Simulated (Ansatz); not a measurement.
SiNi (Pnma, No. 62), treated with r²SCAN (Ansatz, a program for electronic structure, PAW).

Numerical settings: plane-wave cutoff 560 eV, 12×16×10 k mesh (along the axes of the cell as run), Fermi–Dirac smearing 0.05 eV, no spin polarisation, scalar-relativistic PAW data made under PBE.

Computed at the level's own relaxed cell.

Q: What does this level give for the bulk modulus B0?

A: 
bulk modulus B0: 180 GPa

The run finds no gap.

Measured, for comparison: bulk modulus 165 ± 3 GPa (temperature not stated, not corrected to a static lattice; as tabulated in Phonons and Thermal Expansion Behavior of NiSi and NiGe). Computed (rounded) less measured: bulk modulus +9 %. A static lattice is as a rule a little smaller and stiffer than an uncorrected measurement, which narrows the difference in the bulk modulus and would widen misses of the other sign.

Note: the bulk modulus is −V dP/dV from two relaxed cells at ±2 % in volume.

Cost on a shared machine: around 12 core-minutes (rough).
